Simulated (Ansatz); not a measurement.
GaSb (model structure, started from the BN type, Pm-3n, No. 223, 12 atoms in the cell), treated with r²SCAN+SOC (Ansatz, a first-principles code, PAW).

Numerical settings: plane-wave cutoff 560 eV, 8×8×8 k mesh, Fermi–Dirac smearing 0.05 eV, PAW data made under PBE.

Cell (relaxed with PBEsol):

```
GaSb
1.0
    7.54902     0.00000     0.00000
    0.00000     7.54902     0.00000
    0.00000     0.00000     7.54902
Ga Sb
6 6
Direct
  0.25000   0.00000   0.50000
  0.50000   0.25000   0.00000
  0.50000   0.75000   0.00000
  0.75000   0.00000   0.50000
  0.00000   0.50000   0.75000
  0.00000   0.50000   0.25000
  0.25000   0.50000   0.00000
  0.00000   0.25000   0.50000
  0.00000   0.75000   0.50000
  0.75000   0.50000   0.00000
  0.50000   0.00000   0.75000
  0.50000   0.00000   0.25000
```

Q: Give the computed band gap.

A: 
band gap: 0.16 eV (on the SCF k mesh)

Note: the relaxation could raise the start's symmetry but not lower it, so the cell can be a saddle point; cell and atoms aren't relaxed at this level (pressure 0.4 GPa).

A model structure was made by putting elements into a prototype or built by hand; it is no filed structure, need not be a known phase, and can be a saddle point held by its symmetry.
